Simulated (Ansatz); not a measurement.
Cell and atoms of amorphous Bi8In16O36:

```yaml
crystal:
  lattice:
    - [9.76406, 0.00000, 0.00000]
    - [0.00000, 9.76406, 0.00000]
    - [0.00000, 0.00000, 9.76406]
  atoms:
    - { symbol: Bi, position: [0.87374, 0.39918, 0.69222] }
    - { symbol: Bi, position: [0.04588, 0.87252, 0.56453] }
    - { symbol: Bi, position: [0.71737, 0.95838, 0.73102] }
    - { symbol: Bi, position: [0.24467, 0.44850, 0.76307] }
    - { symbol: Bi, position: [0.39542, 0.20331, 0.11432] }
    - { symbol: Bi, position: [0.57443, 0.84256, 0.06633] }
    - { symbol: Bi, position: [0.17933, 0.25532, 0.41584] }
    - { symbol: Bi, position: [0.04810, 0.32386, 0.06362] }
    - { symbol: In, position: [0.33139, 0.77215, 0.81792] }
    - { symbol: In, position: [0.75134, 0.54387, 0.12175] }
    - { symbol: In, position: [0.23231, 0.88155, 0.20642] }
    - { symbol: In, position: [0.72288, 0.21089, 0.94501] }
    - { symbol: In, position: [0.31775, 0.55973, 0.12198] }
    - { symbol: In, position: [0.58312, 0.00883, 0.38259] }
    - { symbol: In, position: [0.04074, 0.55671, 0.33094] }
    - { symbol: In, position: [0.62563, 0.57319, 0.82389] }
    - { symbol: In, position: [0.78486, 0.26522, 0.31881] }
    - { symbol: In, position: [0.55648, 0.32596, 0.54551] }
    - { symbol: In, position: [0.73148, 0.66768, 0.45433] }
    - { symbol: In, position: [0.98069, 0.70897, 0.95077] }
    - { symbol: In, position: [0.08357, 0.02682, 0.88700] }
    - { symbol: In, position: [0.91348, 0.89983, 0.23928] }
    - { symbol: In, position: [0.33736, 0.05862, 0.65791] }
    - { symbol: In, position: [0.40383, 0.68792, 0.47077] }
    - { symbol: O, position: [0.30263, 0.83179, 0.59624] }
    - { symbol: O, position: [0.78975, 0.88271, 0.54595] }
    - { symbol: O, position: [0.58596, 0.79647, 0.83294] }
    - { symbol: O, position: [0.34534, 0.76585, 0.04532] }
    - { symbol: O, position: [0.83767, 0.54699, 0.91733] }
    - { symbol: O, position: [0.11656, 0.07675, 0.64797] }
    - { symbol: O, position: [0.55431, 0.58385, 0.04425] }
    - { symbol: O, position: [0.41670, 0.58188, 0.73778] }
    - { symbol: O, position: [0.54385, 0.53098, 0.47410] }
    - { symbol: O, position: [0.56896, 0.79148, 0.36291] }
    - { symbol: O, position: [0.36090, 0.27623, 0.61949] }
    - { symbol: O, position: [0.10622, 0.44473, 0.50211] }
    - { symbol: O, position: [0.07786, 0.56685, 0.11821] }
    - { symbol: O, position: [0.93309, 0.18811, 0.89539] }
    - { symbol: O, position: [0.39941, 0.01274, 0.24187] }
    - { symbol: O, position: [0.28416, 0.36404, 0.24633] }
    - { symbol: O, position: [0.18521, 0.14115, 0.06320] }
    - { symbol: O, position: [0.25835, 0.67710, 0.30944] }
    - { symbol: O, position: [0.78203, 0.32709, 0.10865] }
    - { symbol: O, position: [0.56460, 0.22862, 0.34739] }
    - { symbol: O, position: [0.30390, 0.40425, 0.96918] }
    - { symbol: O, position: [0.54272, 0.04006, 0.59589] }
    - { symbol: O, position: [0.05932, 0.88259, 0.07142] }
    - { symbol: O, position: [0.66584, 0.35167, 0.78351] }
    - { symbol: O, position: [0.77116, 0.58747, 0.65082] }
    - { symbol: O, position: [0.81103, 0.50196, 0.32356] }
    - { symbol: O, position: [0.76538, 0.04670, 0.26651] }
    - { symbol: O, position: [0.14966, 0.64878, 0.82060] }
    - { symbol: O, position: [0.57989, 0.06402, 0.97440] }
    - { symbol: O, position: [0.00296, 0.28283, 0.28131] }
    - { symbol: O, position: [0.93777, 0.73517, 0.38560] }
    - { symbol: O, position: [0.09243, 0.96773, 0.35762] }
    - { symbol: O, position: [0.77374, 0.27857, 0.53804] }
    - { symbol: O, position: [0.29733, 0.98154, 0.85345] }
    - { symbol: O, position: [0.79761, 0.76415, 0.10411] }
    - { symbol: O, position: [0.94242, 0.87597, 0.80698] }
```

Methods: PBE, scalar-relativistic without spin-orbit coupling (Ansatz, a program for electronic structure); r2SCAN, scalar-relativistic without spin-orbit coupling (Ansatz); HSE06, scalar-relativistic without spin-orbit coupling (Ansatz). Neutral PBE cell, which sets geometry, pressure and energy: sampling: a 2×2×2 Γ-centred mesh; Fermi-Dirac width 0.02 eV; no spin polarisation. Exact exchange is cut at the faces of this 10 Å cell, which leaves hybrid gaps a finite-size error.

It comes from a melt-quench run on a machine-learned potential (CHGNet), relaxed afterwards by DFT. O atoms were pushed apart under 1.9 Å during the dynamics, to hinder bonds among them. The hot cell started wider than the set density and was brought back towards it in steps. It is the lowest in DFT energy of 2 quenches. It is a model cell: composition and starting density were chosen by hand, and all elements were melted together. No dispersion term was used. Its density started from a set value of 7.61 and ended at 7.29 g/cm³. The simulated quench (nominally 230 K/ps over its main leg) is rapid and tends to freeze in more defects than a deposited or slowly cooled glass has. A cell of this size samples the disorder only roughly. The volume was free in the relaxation, at fixed shape.

Problem. Give the pressure and the spacing of the highest filled and lowest empty levels.

Solution. 
```yaml
Pressure on a 2×2×2 Γ-centred mesh: -0.01 GPa
Largest force and stress component on that mesh (the relaxation ran on the zone centre alone): 0.08 eV/Å and 1.1 GPa
Gap on a 2×2×2 Γ-centred mesh (PBE): 2.04 eV
Gap at the zone centre (PBE): 2.09 eV
Gap at the zone centre (r2SCAN): 2.44 eV
Gap at the zone centre (HSE06): 3.21 eV
Distance between the nearest levels spread over more than a fifth of the atoms or a third of the atoms of their main element (six at least) (PBE, zone centre): 2.09 eV
```

Problem. At PBE and the zone centre, how localised are the states just below and above the Fermi level (participation number: the atoms over which a state spreads)?

Solution. The highest filled state is spread over 16.0 atoms' worth, largest on O60, with weights by element (charge in smoothed Voronoi cells) O 0.83, Bi 0.15, In 0.02. The lowest empty state is spread over 48.7 atoms' worth, largest on In24, with weights by element (charge in smoothed Voronoi cells) O 0.58, In 0.30, Bi 0.12.

Neighbours within Bi-Bi 3.26 Å, Bi-In 3.19 Å, Bi-O 2.76 Å, In-In 3.12 Å, In-O 2.62 Å, O-O 1.58 Å count as bonded. Two cations that share two anions don't count as bonded, nor two that share one unless they lie closer than Bi-Bi 3.17 Å, Bi-In 3.10 Å, In-In 3.04 Å.
